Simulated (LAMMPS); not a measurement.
MD from the melt across the composition of ZnSe (zinc blende) with a share x of Se sites S; each row has its own temperature.

Method: classical MD, pair style sw, file CdTeZnSeHgS0.sw; code LAMMPS.

```json
[
 {"x": "0.25", "volume": "27.99 ± 0.09 Å³/atom", "state": "liquid", "enthalpy": "-1.410 ± 0.002 eV/atom", "self-diffusion coefficient of S (not corrected for cell size)": "(1.61 ± 0.03) × 10^-4 cm²/s", "viscosity": "0.9 ± 0.1 mPa s", "T (K)": "2590"},
 {"x": "0.5", "volume": "26.73 ± 0.02 Å³/atom", "state": "liquid", "enthalpy": "-1.4895 ± 0.0006 eV/atom", "self-diffusion coefficient of S (not corrected for cell size)": "(1.55 ± 0.02) × 10^-4 cm²/s", "viscosity": "-", "T (K)": "2660"},
 {"x": "0.75", "volume": "25.57 ± 0.04 Å³/atom", "state": "liquid", "enthalpy": "-1.5823 ± 0.0009 eV/atom", "self-diffusion coefficient of S (not corrected for cell size)": "(1.73 ± 0.03) × 10^-4 cm²/s", "viscosity": "0.98 ± 0.02 mPa s", "T (K)": "2730"}
]
```

Caution: a run this short can hold a crystal over, or a liquid under, the potential's own melting point, which these runs don't give.

Caution: the real compound melts congruently only under the pressure of its own vapour and loses its more volatile element when open.

States go by the mean squared displacement: a species diffuses where it passes 1.5 Å², still rises and gives D over 1e-6 cm²/s; a crystal has left its structure where atoms lie 0.35 Å off their sites on average or a cubic box changes its shape by 3 %, or the axial ratios of another lie 8 % off the starting cell's, which the potential's own relaxation can also do.

Errors of D are the spread over four groups of atoms in one short run; a floor of about 5 %, a picked value, is safer.

The ± values are statistical; the model's systematic error is not in them.
